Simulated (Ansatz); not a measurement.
Hops of point defects in beta Ga2O3, each between lowest sites run for its defect: PBE bands (Ansatz, an electronic-structure program, plane waves to 420 eV, PAW, climbing-image NEB) beside the CHGNet universal potential on its own band (it has no charge state). Static nuclei, no finite-size correction. The rows are a random draw from the bands that converged and passed our checks of state and shape. Saddle orders were checked for a part of the study's bands only and are not shown. Vacancies start on their lattice site; split forms were not set up. Charge states are imposed.

```tsv
Row	Defect	Route	Hop (Å)	Cell and PBE mesh	CHGNet k-points	PBE barrier x (eV)	CHGNet barrier y (eV)
1	interstitial Mg, charge +2	Mg moves farthest	1.77	120 sites, Γ	none	0.37	0.36
2	Ga vacancy, charge -3	a nearby Ga jumps into the vacancy	2.91	120 sites, Γ	none	1.45	1.08
3	interstitial Na, charge +1	Na moves farthest	1.78	160 sites, Γ	none	0.29	0.23
4	interstitial Be, charge +2	Be moves farthest	1.94	120 sites, Γ	none	0.75	0.53
5	interstitial K, charge +1	K moves farthest	1.70	120 sites, Γ	none	0.24	0.18
6	interstitial Li, charge +1	Li moves farthest	1.66	160 sites, Γ	none	0.31	?
```

### Question
Fit a straight line y = a x + b to rows 1 to 5, predict row 6, and compare with the computed value.

### Answer
Means: x̄ = 0.620, ȳ = 0.476 eV. Sums: Sxx = 1.022, Sxy = 0.731 eV². So a = Sxy/Sxx = 0.715 and b = ȳ − a x̄ = 0.033 eV, with a scatter of 0.05 eV about the line. Row 6: 0.715 × 0.31 + 0.033 ≈ 0.25 eV. The computed CHGNet value is 0.27 eV, +0.02 eV from the line, within the scatter. The line only summarises these rows of one host.
